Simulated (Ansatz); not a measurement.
Where the default PAW files enter, the runs use the earlier of Ansatz's two default sets.

Tunnelling through a barrier is set by its complex band structure: the current falls as exp(−2κd) with the smallest κ.

Given:

```
CELL_PARAMETERS angstrom
      4.80503     0.00000     0.00000
      2.40252     4.58684     0.00000
      2.40252     1.25840     3.96644
ATOMIC_POSITIONS crystal
  Al 0.14790 0.55630 0.14790
  Al 0.85210 0.44370 0.85210
  Al 0.35210 0.94370 0.35210
  Al 0.64790 0.05630 0.64790
  O  0.25000 0.25000 0.94386
  O  0.75000 0.75000 0.05614
  O  0.55614 0.25000 0.25000
  O  0.44386 0.75000 0.75000
  O  0.94386 0.25000 0.55614
  O  0.05614 0.75000 0.44386
```

Space group of this cell: R-3c, corundum. The cell is taken as given; by LDA its mean pressure is -11.6 GPa.

Transport runs along the normal of the first two printed cell vectors, the (101) plane of the conventional cell.

The gap is the functional's own, uncorrected, and κ follows it; spin-orbit coupling is left out. Mid-gap values are interpolated between the computed energies.

Problem. State the band gap and the smallest decay constant κ at mid-gap according to LDA run with Ansatz (an electronic-structure program).

Solution. Gap 5.82 eV on a 8×8×8 mesh; κ = 0.368 1/Å, at the zone centre.
